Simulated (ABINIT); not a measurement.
**Pressure against volume in fcc Au (space group 225) (ABINIT, PBEsol)**

```xyz
1
Lattice="0.0000 1.9808 1.9808 1.9808 0.0000 1.9808 1.9808 1.9808 0.0000" Properties=species:S:1:pos:R:3 pbc="T T T"
Au     0.0000     0.0000     0.0000
```

Computed with PBEsol, norm-conserving pseudopotentials (PseudoDojo nc-sr-04 PBEsol standard) (plane waves; ABINIT 10.0.3). Settings: pseudos = [Au.upf]; ecut = 98 Ry; ixc = -116133; occopt = 3; tsmear = 0.00183747 Ha; ngkpt = 25 25 25; nshiftk = 1; shiftk = 0 0 0; potentials = PseudoDojo nc-sr-04 PBEsol standard; nband = 15; kptopt = 1; nstep = 60; tolvrs = 1e-12. The cell above is the first row's. The rows scale it uniformly. In all rows the k mesh is held.

```
V (Å^3/atom)  P (GPa)
------------  -------
15.543          19.89
15.881          14.14
16.219           9.09
16.557           4.68
16.894           0.81
17.232          -2.56
17.570          -5.50
17.908          -8.05
18.246              ?
```

Task: Fit P against V with a cubic, and predict the withheld value at V = 18.246.

Result: With u = V - 16.7, the rows have u = -1.1570, -0.8190, -0.4810, -0.1430, 0.1940, 0.5320, 0.8700, 1.2080. Least squares gives P = 2.966 - 11.5547·u + 2.3398·u² - 0.2702·u³. Residuals (row less fit): 0.005, -0.007, -0.005, 0.013, 0.000, 0.000, -0.006, 0.004; standard error 0.009 (degrees of freedom: 4). The fitted pressure is zero at V0 = 16.97, where dP/dV = -10.35, so B0 = -V0·dP/dV = 176 GPa. At the withheld row, u = 1.5460, so P = 2.966 - 11.5547 × 1.5460 + 2.3398 × 1.5460² - 0.2702 × 1.5460³ = -10.304 GPa. The calculation gives -10.28 GPa, 0.024 GPa above the prediction (0.1 % of the range of P in the table). The row lies outside the fitted rows, so this is an extrapolation. From the scatter of the fitted rows alone, a prediction at this place has a standard error of 0.024 GPa, so the miss is 1.0 times that.

Carrying the step between the two nearest rows on in a straight line would have given -10.60, off by 0.32; series whose last step already gives the withheld value aren't shown. The scan was laid around a cell of about the measured size, scaled by a guess for this functional. Spin-orbit coupling is off. Cutoffs and mesh are single choices, not tested for convergence of this quantity. Series with a scatter that would blur these digits, or in which a gap closes, are not shown.
